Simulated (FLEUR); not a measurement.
Worked example: self-consistent single point of Y2GaNi2 (Immm, 5 atoms in the cell) in FLEUR

Level of theory: FLEUR with PBEsol, all-electron FLAPW (FLEUR), scalar-relativistic valence.

Input as run:

Input of the input generator:

```
Y2GaNi2 crystal
&input film=f /
-2.0855850000 2.6654400000 4.1243500000
2.0855850000 -2.6654400000 4.1243500000
2.0855850000 2.6654400000 -4.1243500000
1.8897261246
1.0 1.0 1.0

5
39 0.7021300000 0.2021300000 0.5000000000
39 0.2978700000 0.7978700000 0.5000000000
31 -0.0000000000 -0.0000000000 -0.0000000000
28 0.2675900000 0.5000000000 0.7675900000
28 0.7324100000 0.5000000000 0.2324100000

&comp jspins=1 /
&exco xctyp='PBEs' /
&kpt div1=6 div2=6 div3=6 gamma=t /
&end /
```

```xml
<?xml version="1.0" encoding="UTF-8" standalone="no"?>
<fleurInput fleurInputVersion="0.39">
   <comment>
      Y2GaNi2 crystal                                                                                     
   </comment>
   <calculationSetup>
      <cutoffs Kmax="3.8" Gmax="11.4" GmaxXC="11.4" numbands="0"/>
      <scfLoop itmax="60" minDistance="0.00001" maxIterBroyd="99" imix="Anderson" alpha="0.05" precondParam="0.0" spinf="2.0"/>
      <coreElectrons ctail="T" frcor="F" kcrel="0" coretail_lmax="0"/>
      <xcFunctional name="PBEs" relativisticCorrections="F"/>
      <magnetism jspins="1"/>
      <soc l_soc="F" theta="0.0" phi="0.0" spav="F"/>
      <expertModes spex="0" secvar="F"/>
      <geometryOptimization l_f="T" forcealpha="1.0" forcemix="BFGS" epsdisp="0.00001" epsforce="0.00001"/>
      <ldaU l_linMix="F" mixParam="0.05" spinf="1.0"/>
   </calculationSetup>
   <cell>
      <bzIntegration valenceElectrons="67.0" mode="hist" fermiSmearingEnergy="0.00367493">
         <kPointListSelection listName="default-1"/>
         <!-- k-points included here -->
         <xi:include xmlns:xi="http://www.w3.org/2001/XInclude" href="kpts.xml"> </xi:include>
      </bzIntegration>
      <!-- symmetry operations included here -->
      <xi:include xmlns:xi="http://www.w3.org/2001/XInclude" href="sym.xml"> </xi:include>
      <bulkLattice scale="1.0">
         <bravaisMatrix>
            <row-1>   -3.9411844595738907     5.0369516015538229     7.7938919419940094</row-1>
            <row-2>    3.9411844595738907    -5.0369516015538229     7.7938919419940094</row-2>
            <row-3>    3.9411844595738907     5.0369516015538229    -7.7938919419940094</row-3>
         </bravaisMatrix>
      </bulkLattice>
   </cell>
   <atomSpecies>
      <species name="Yttrium (Y)" element="Y" atomicNumber="39">
         <mtSphere radius="2.63" gridPoints="925" logIncrement="0.014"/>
         <atomicCutoffs lmax="10" lnonsphr="8"/>
         <electronConfig flipSpins="F">
            <coreConfig>(1s1/2) (2s1/2) (2p1/2) (2p3/2) (3s1/2) (3p1/2) (3p3/2) (3d3/2) (3d5/2)</coreConfig>
            <valenceConfig>(4s1/2) (4p1/2) (4p3/2) (5s1/2) (4d3/2) (4d5/2)</valenceConfig>
            <stateOccupation state="(4d3/2)" spinUp="0.2" spinDown="0.2"/>
            <stateOccupation state="(4d5/2)" spinUp="0.3" spinDown="0.3"/>
         </electronConfig>
         <energyParameters s="5" p="5" d="4" f="4"/>
         <lo type="SCLO" l="0" n="4" eDeriv="0"/>
         <lo type="SCLO" l="1" n="4" eDeriv="0"/>
      </species>
      <species name="Gallium (Ga)" element="Ga" atomicNumber="31">
         <mtSphere radius="2.22" gridPoints="783" logIncrement="0.016"/>
         <atomicCutoffs lmax="8" lnonsphr="6"/>
         <electronConfig flipSpins="F">
            <coreConfig>(1s1/2) (2s1/2) (2p1/2) (2p3/2) (3s1/2) (3p1/2) (3p3/2)</coreConfig>
            <valenceConfig>(4s1/2) (3d3/2) (3d5/2) (4p1/2) (4p3/2)</valenceConfig>
            <stateOccupation state="(4p1/2)" spinUp="0.1666666666667" spinDown="0.1666666666667"/>
            <stateOccupation state="(4p3/2)" spinUp="0.3333333333333" spinDown="0.3333333333333"/>
         </electronConfig>
         <energyParameters s="4" p="4" d="3" f="4"/>
      </species>
      <species name="Nickel (Ni)" element="Ni" atomicNumber="28">
         <mtSphere radius="2.14" gridPoints="753" logIncrement="0.016"/>
         <atomicCutoffs lmax="8" lnonsphr="6"/>
         <electronConfig flipSpins="F">
            <coreConfig>(1s1/2) (2s1/2) (2p1/2) (2p3/2) (3s1/2)</coreConfig>
            <valenceConfig>(3p1/2) (3p3/2) (4s1/2) (3d3/2) (3d5/2)</valenceConfig>
            <stateOccupation state="(3d3/2)" spinUp="1.6" spinDown="1.6"/>
            <stateOccupation state="(3d5/2)" spinUp="2.4" spinDown="2.4"/>
         </electronConfig>
         <energyParameters s="4" p="4" d="3" f="4"/>
         <lo type="SCLO" l="1" n="3" eDeriv="0"/>
      </species>
   </atomSpecies>
   <atomGroups>
      <atomGroup species="Yttrium (Y)">
         <relPos label="                   1">-.2978700000 .2021300000 1.000/2.000</relPos>
         <relPos label="                   2">.2978700000 -.2021300000 1.000/2.000</relPos>
         <force calculate="T" relaxXYZ="TTT"/>
      </atomGroup>
      <atomGroup species="Gallium (Ga)">
         <relPos label="                   3">.0000000000 .0000000000 .0000000000</relPos>
         <force calculate="T" relaxXYZ="TTT"/>
      </atomGroup>
      <atomGroup species="Nickel (Ni)">
         <relPos label="                   4">.2675900000 1.000/2.000 -.2324100000</relPos>
         <relPos label="                   5">-.2675900000 1.000/2.000 .2324100000</relPos>
         <force calculate="T" relaxXYZ="TTT"/>
      </atomGroup>
   </atomGroups>
   <output dos="F" band="F" slice="F">
      <checks vchk="F" cdinf="F"/>
      <bandDOS minEnergy="-.5*Htr" maxEnergy="0.5*Htr" sigma="0.015" storeEVData="T"/>
      <vacuumDOS vacdos="F" integ="F" star="F" nstars="0" locx1="0.0" locy1="0.0" locx2="0.0" locy2="0.0" nstm="0" tworkf="0.0"/>
      <unfoldingBand unfoldBand="F" supercellX="1" supercellY="1" supercellZ="1"/>
      <plotting iplot="0" polar="F">
         <plot TwoD="T" vec1="  1.0  0.0  0.0" vec2="  0.0  1.0  0.0" vec3="  0.0  0.0  1.0" zero="  0.0  0.0  0.0" file="plot"/>
      </plotting>
      <chargeDensitySlicing numkpt="0" minEigenval="0.0" maxEigenval="0.0" nnne="0" pallst="F"/>
      <specialOutput eonly="F"/>
      <magneticCircularDichroism mcd="F" energyLo="-10.0" energyUp="0.0"/>
   </output>
  <!-- We include the file relax.xml here to enable relaxations (see documentation) -->
  <xi:include xmlns:xi="http://www.w3.org/2001/XInclude" href="relax.xml"> <xi:fallback/> </xi:include>
</fleurInput>
```

Log, with long lists cut:

```
      Welcome to FLEUR        (www.flapw.de)
      MaX-Release 8.1          (www.max-centre.eu)

 ========== k-point set info ==========
 Selected k-point list: default-1
 k-point list type: mesh
 6 x 6 x 6
 Number of k points: 46

 ------------Calculation Setup---------------------------
           1           2          23          46
 Number of basis functions:          622
 Iteration:     1   Distance:      22.24569740 me/bohr^3
 Iteration:     2   Distance:      13.44528831 me/bohr^3
 Iteration:     3   Distance:       9.28000491 me/bohr^3
 Iteration:     4   Distance:       8.52567563 me/bohr^3
 Iteration:     5   Distance:       5.91073969 me/bohr^3
 Iteration:     6   Distance:       2.74471477 me/bohr^3
   [... 11 lines left out ...]
 Iteration:    18   Distance:       0.00101791 me/bohr^3
 Iteration:    19   Distance:       0.00008358 me/bohr^3
 Iteration:    20   Distance:       0.00027746 me/bohr^3
 Iteration:    21   Distance:       0.00001056 me/bohr^3
 Iteration:    22   Distance:       0.00000961 me/bohr^3
 Reset of history

 Run finished successfully
 Stop message:
   Structural relaxation: new displacements generated

[file out, last iteration]
             iter=     23
          p o t e n t i a l   g e n e r a t o r
[...]
          integral of pseudo charge density inside the slab=        0.000000   0.000000
     coulomb potential in the interstitial region:
          density-coulomb potential integrals
          total density-coulomb potenti   -18352.6148299252
          density-effective potential integrals for spin  1
          total density-effective poten   -1.8896207048E+04
          charge density-energy density integrals
          total charge density-energy d   -4.1430660279E+02
 Updated energy parameters for spin:           1
  Atom    1 5s branch from -1.17 to  2.26 htr. ; e_l =  0.2450
  Atom    1 5p branch from -0.37 to  2.88 htr. ; e_l =  0.3539
  Atom    1 4d branch from -5.01 to  0.88 htr. ; e_l =  0.3598
  Atom    1 4f branch from -9.99 to  2.14 htr. ; e_l =  0.5932
  Atom    1 4s branch from-12.99 to -1.17 htr. ; e_l(l -1.2223
  Atom    1 4p branch from -9.97 to -0.37 htr. ; e_l(l -0.4921
  Atom    2 4s branch from -4.92 to  1.27 htr. ; e_l =  0.0718
  Atom    2 4p branch from -3.12 to  1.94 htr. ; e_l =  0.2584
  Atom    2 3d branch from -9.99 to -0.16 htr. ; e_l = -0.1950
  Atom    2 4f branch from -9.99 to  3.71 htr. ; e_l =  0.6049
  Atom    3 4s branch from -3.44 to  2.07 htr. ; e_l =  0.1724
  Atom    3 4p branch from -1.98 to  2.72 htr. ; e_l =  0.3124
  Atom    3 3d branch from -9.99 to  0.40 htr. ; e_l =  0.2616
  Atom    3 4f branch from -9.99 to  4.04 htr. ; e_l =  0.6320
  Atom    3 3p branch from-30.39 to -1.98 htr. ; e_l(l -1.9997
[...]
 fermi energy and band-weighting factors:
at   0.00000   0.00000   0.00000   k-weight:    0.004630
   51 eigenvalues :
   -2.000561   -1.999112   -1.998883   -1.998186   -1.997912   -1.997895   -1.223993   -1.220489
   -0.499997   -0.495145   -0.491686   -0.485711   -0.484617   -0.484008   -0.201876   -0.201105
   -0.201075   -0.200647   -0.200271    0.024359    0.192713    0.214086    0.226705    0.231882
    0.232381    0.262029    0.265655    0.268313    0.284763    0.288873    0.288998    0.300232
    0.304853    0.333740    0.337182    0.339017    0.347807    0.399855    0.456721    0.481810
    0.505291    0.523359    0.542350    0.575181    0.577850    0.590692    0.599216    0.650093
    0.650361    0.657401    0.706464
   [... 2 blocks of this kind left out ...]

[...]
FERMIE:
          first approx. to ef    (T=0)  :   0.327205 htr   (energy of the highest occ. eigenvalue)
          number of occ. states  (T=0)  :       1535
          first approx. to seigv (T=0)  : -29.755053 htr
          sum of weights of occ. states :  33.523148
          sum of semicore charge        :   0.000000 e
FERHIS:  Fermi-Energy by histogram:
          bandgap                     :   0.000815 htr
          charge neutrality (T=0)     :   0.046296    (zero if the highest occ. eigenvalue is "entirely" occupied)
     EF_NEWTON:  Adjust Fermi-Energy by Newton-Method.
               Number of iterations needed  :   4
               The error in the weight is   :  0.22204E-15
               The error in ef is           : -0.47229E-17 htr
     -->  new fermi energy            :   0.328664 htr
          valence charge              :  67.000000 e
          actual charge blw ef-8kt    :  63.842593 e
          actual charge blw ef+8kt    :  67.000000 e
          number of occ. states       :      1612
          sum of the valence weights  :   33.500000
          entropy         :   1.173947 *kb htr/K =   0.00000 htr/K
          sum of val. single particle energies:       -29.7679369350 htr
 Direct bandgap for spin            1 :    9.8142314792561969E-003  Htr
 at k-point            4  with k-vector    0.0000000000000000        0.0000000000000000       0.50000000000000000
          valence density: spin= 1
[...]
     l-like charge
     atom     s        p        d        f        total
 -->  1    2.16591  5.94001  0.79803  0.02342    8.93209
 -->  2    0.77673  0.69954  9.87173  0.00901   11.35917
 -->  3    0.38384  6.22795  8.11019  0.00495   14.72794
          total charge for spin  1=   67.000000
          interst. charge =       8.320763
          mt charge=              8.932090   11.359170   14.727943
          total charge  =   67.000000
          z= 39.     r(1)=  0.633756E-05     dx= 0.014000     m.t.index= 925
               n    l     j    energy       weight
               1.   0.   0.5 -618.6432      2.0000
               2.   0.   0.5  -84.2988      2.0000
               2.   1.   0.5  -76.9186      2.0000
   [... 6 lines left out ...]
          atom type    1  (spin 1)
          kinetic energy=  0.343308517173E+04     sum of the eigenvalues= -0.199208783836E+04
          0.00000751  electrons lost from core.
   [... 2 blocks of this kind left out ...]

          total charge for spin  1=  165.000000
          interst. charge =       8.324920
          mt charge=             36.932085   29.357245   26.726832
          total charge  =  165.000000
          zc=   165.000000     qfix=    1.000000
     t o t a l  e n e r g y
          sum of eigenvalues =             -6846.8373161085
          density-coulomb potential int   -18352.6148299252
          density-effective potential i   -18896.2070479814
          charge density-ex.-corr.energ     -414.3066027930
          el.-nucl. inter. diff. m.t.       8147.3889679743
          Madelung term for atom type:       -40.2015079320
          el.-nucl. inter. diff. m.t.       2336.5638320211
          Madelung term for atom type:       -15.5746854584
          el.-nucl. inter. diff. m.t.       3643.5444074405
          Madelung term for atom type:       -24.8418771667
 ---->    total energy=                   -11749.3595638757 htr
 ---->    (input%tkb*entropy) TS=              0.0043141747 htr
 ---->    free energy=                    -11749.3638780504 htr
      extrapolation for T->0
 ---->    total electron energy=          -11749.3617209631 htr
 ***** TOTAL FORCES ON ATOMS *****
 TOTAL FORCE FOR ATOM TYPE=  1  X=  3.941   Y=  0.000   Z= -4.643
                       FX_TOT= 0.000000 FY_TOT= 0.000000 FZ_TOT=-0.000916
 TOTAL FORCE FOR ATOM TYPE=  2  X=  0.000   Y=  0.000   Z=  0.000
                       FX_TOT= 0.000000 FY_TOT= 0.000000 FZ_TOT= 0.000000
 TOTAL FORCE FOR ATOM TYPE=  3  X=  0.000   Y= -2.341   Z=  7.794
                       FX_TOT= 0.000000 FY_TOT= 0.000163 FZ_TOT= 0.000000
```

The run converged in 22 iterations. FLEUR gives forces in its relaxation mode, with a further iteration, so its stop message speaks of a relaxation.

The starting cell comes from a database of computed structures (which also holds hypothetical and non-ambient phases and stackings), without a prior relaxation at this level. Spin polarisation is off. Values depend on the basis (sphere radii, cutoffs, local orbitals), which need not be converged. The log's line on a gap gives a spacing of levels on this mesh, which the program prints for metals too.

These are the values that this program gave, and no reference: the default basis lacks the next d shell.

Cost on one core of a shared machine: roughly 7 min.
